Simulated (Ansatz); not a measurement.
Computed with PBE (plane waves to 420 eV, PAW; Ansatz, a program for electronic structure).

Planar average of the electrostatic potential across the slab, in eV from the Fermi level, for Cl on the 1x1 (111) surface of fcc Cu, one in a 1x1 cell, started at the site 'top Cu':

| z (Å) | V (eV) |
|---|---|
| 5.38 | 4.85 |
| 5.67 | 4.85 |
| 5.95 | 4.85 |
| 6.23 | 4.85 |
| 6.52 | 4.84 |
| 6.80 | 4.82 |
| 7.08 | 4.79 |
| 7.37 | 4.73 |
| 7.65 | 4.60 |
| 7.93 | 4.33 |
| 8.22 | 3.77 |
| 8.50 | 2.61 |
| 8.78 | -0.10 |
| 9.07 | -6.98 |
| 9.35 | -14.28 |
| 9.63 | -17.05 |
| 9.92 | -14.62 |
| 10.20 | -7.65 |
| 10.48 | -1.18 |
| 10.77 | -0.25 |
| 11.05 | -4.87 |
| 11.33 | -12.58 |
| 11.62 | -16.89 |
| 11.90 | -16.07 |
| 12.18 | -10.24 |
| 12.47 | -2.70 |
| 12.75 | 0.12 |
| 13.03 | -2.43 |
| 13.32 | -9.86 |
| 13.60 | -15.87 |
| 13.88 | -16.93 |
| 14.17 | -12.83 |
| 14.45 | -5.16 |
| 14.73 | -0.34 |
| 15.02 | -1.37 |
| 15.30 | -8.02 |
| 15.58 | -14.90 |
| 15.87 | -17.18 |
| 16.15 | -14.33 |
| 16.43 | -7.05 |
| 16.72 | -0.40 |
| 17.00 | 1.77 |
| 17.28 | 1.10 |
| 17.57 | -4.04 |
| 17.85 | -11.58 |
| 18.13 | -15.67 |
| 18.42 | -14.32 |
| 18.70 | -8.12 |
| 18.98 | -0.48 |
| 19.27 | 3.19 |
| 19.55 | 4.46 |
| 19.83 | 4.93 |
| 20.12 | 5.10 |
| 20.40 | 5.16 |
| 20.68 | 5.19 |
| 20.97 | 5.20 |
| 21.25 | 5.20 |
| 21.53 | 5.20 |
| 21.82 | 5.20 |
| 22.10 | 5.20 |
| 22.38 | 5.20 |
| 22.67 | 5.20 |

Set-up: 5 atoms, 6.2 Å thick at the start under the adsorbate (thin: gaps and levels are the slab's own); mesh 12x12x1; 0.1 eV smearing; dipole correction on; 2 atoms held, the rest relaxed; symmetry of the start imposed; no spin, no spin-orbit, no U, no dispersion correction. At the end it is bonded to Cu. In PBE it is, or lies within 0.03 eV of, the lowest of the starts that converged.

**Question.** The surface cell has an area of 5.71 Å². What dipole along the normal does the step between the two vacuum levels imply?

**Answer.** the top vacuum level lies 0.35 eV above the bottom one; p = −ε₀ A ΔV (ε₀ = 0.005526 e/(V·Å)) gives -0.01 e·Å a cell.
